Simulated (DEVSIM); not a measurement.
System: Co/SiO2/p-GaAs capacitor, at 300 K.

| layer (left to right) | material | thickness (nm) | Na (cm⁻³) |
|---|---|---|---|
| 1 | SiO2 | 23.0 | - |
| 2 | GaAs | 4900 | 1.7e16 |

Metal gate on the left, work function 5 eV. Fixed charge at the semiconductor interface -3.1e10 cm⁻² (in units of +e); interface traps 1e11 cm⁻² eV⁻¹, uniform in energy, neutral level at 0.3 of the gap above the valence band.

Constants are typed, rounded textbook-type inputs, not results; the design itself was drawn at random and stands for no fabricated device. Values at 300 K.

```
parameter      SiO2    GaAs
-------------  ----  ------
gap (eV)          9   1.424
affinity (eV)   0.9    4.07
permittivity    3.9    12.9
Nc (cm⁻³)         -  4.7e17
Nv (cm⁻³)         -    9e18
```

Simulated with DEVSIM: 1D Poisson equation in equilibrium, Boltzmann statistics, complete ionisation; no quantum confinement or tunnelling. Metal contacts follow the ideal Schottky-Mott rule: no Fermi-level pinning, no interface dipoles.

### Question
Tabulate band edges, carrier densities and field at 0.6 V on the gate.

### Answer
Energies count from the Fermi level of the right contact; mesh points crowd at the junctions.

```tsv
x (μm)	Ec (eV)	Ev (eV)	n (cm⁻³)	p (cm⁻³)	field (V/cm)
0.000	3.500	-5.500	< 1e2	< 1e2	180000
0.001561	3.529	-5.471	< 1e2	< 1e2	180000
0.005198	3.596	-5.404	< 1e2	< 1e2	180000
0.01262	3.732	-5.268	< 1e2	< 1e2	180000
0.02027	3.873	-5.127	< 1e2	< 1e2	180000
0.02247	3.914	-5.086	< 1e2	< 1e2	180000
0.02371	0.757	-0.667	90000	5.7e7	48000
0.02795	0.777	-0.647	41000	1.2e8	47000
0.03708	0.819	-0.605	8200	6.2e8	45000
0.05863	0.910	-0.514	250	2.0e10	39000
0.1106	1.083	-0.342	< 1e2	1.6e13	27000
0.3125	1.261	-0.163	< 1e2	1.6e16	350
0.7233	1.262	-0.162	< 1e2	1.7e16	≈ 0
1.773	1.262	-0.162	< 1e2	1.7e16	≈ 0
3.873	1.262	-0.162	< 1e2	1.7e16	≈ 0
4.489	1.262	-0.162	< 1e2	1.7e16	≈ 0
4.744	1.262	-0.162	< 1e2	1.7e16	≈ 0
4.849	1.262	-0.162	< 1e2	1.7e16	≈ 0
4.901	1.262	-0.162	< 1e2	1.7e16	≈ 0
4.915	1.262	-0.162	< 1e2	1.7e16	≈ 0
4.920	1.262	-0.162	< 1e2	1.7e16	≈ 0
4.923	1.262	-0.162	< 1e2	1.7e16	≈ 0
```
